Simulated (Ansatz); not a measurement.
Input:

```xyz
2
Lattice="0.0000 2.1023 2.0819 2.1023 0.0000 2.0819 2.1023 2.1023 0.0000" Properties=species:S:1:pos:R:3 pbc="T T T"
Ti     0.0000     0.0000     0.0000
N      2.1023     2.1023     2.0819
```

No spin polarisation.

Computed with Kohn–Sham DFT with the PBEsol functional, run in Ansatz (an electronic-structure program) with PAW and 420 eV plane waves, no spin-orbit coupling. k-mesh 24×24×24 (Γ-centred); smearing 0.1 eV (Fermi–Dirac).

### Question
What stress (xx, yy, zz, yz, xz, xy; compression positive) does the calculation give?

### Answer
(1.3, 1.3, 6.6, 0.0, 0.0, 0.0) GPa.

### Question
Estimate the band gap.

### Answer
Zero.

### Question
What space group does the calculation give?

### Answer
I4/mmm (No. 139).

The cells carry an imposed strain or load. No phonon test of stability was made. The final runs are not spin-polarised. The cell was made from TiN in the rock salt structure (space group Fm-3m, No. 225) by this change: uniaxial strain ε_zz = −0.97 %.
